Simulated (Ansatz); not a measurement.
Consider HfO2 (space group P4_2/nmc, No. 137; a = 3.567 Å, c = 5.166 Å). Axes: x, y, z lie along a, b, c of the conventional cell.

Now apply this change: uniaxial strain ε_yy = −1.25 %, all other strain components held at zero; the atoms relax in the strained cell.

Levels (all Ansatz, a quantum-chemistry and plane-wave program, PAW): PBEsol (420 eV, no spin-orbit coupling); r2SCAN (500 eV, without spin-orbit coupling).

The geometry is relaxed with PBEsol.

| Item | Result |
|---|---|
| PBEsol pressure | 3.03 GPa |
| PBEsol lowest conduction level above the VBM at special points | Γ 4.55 eV; Y 4.99 eV; X 5.09 eV; T 5.14 eV |
| PBEsol smallest direct gap | 4.63 eV |
| PBEsol gap character | indirect, R → Γ |

Problem. What does r2SCAN give at this geometry for the pressure, lowest conduction level above the VBM at special points, smallest direct gap and gap character?

Solution. The pressure rises by 2.36 GPa, from 3.03 GPa to 5.39 GPa; the lowest conduction level above the VBM at special points changes from Γ 4.55 eV; Y 4.99 eV; X 5.09 eV; T 5.14 eV to Γ 5.21 eV; Y 5.59 eV; X 5.70 eV; T 5.75 eV; the smallest direct gap increases by 0.668 eV (4.63 eV → 5.29 eV); the gap character is still indirect, R → Γ.

Single points use the geometry relaxed with PBEsol. Their cutoffs differ, which shifts pressures a little. With Hf present, leaving out spin-orbit coupling can change the band edges. Stability against distortions was not tested. This is not the structure that HfO2 has at room temperature and ambient pressure. Labels are those of the standard path for the cell's own space group.
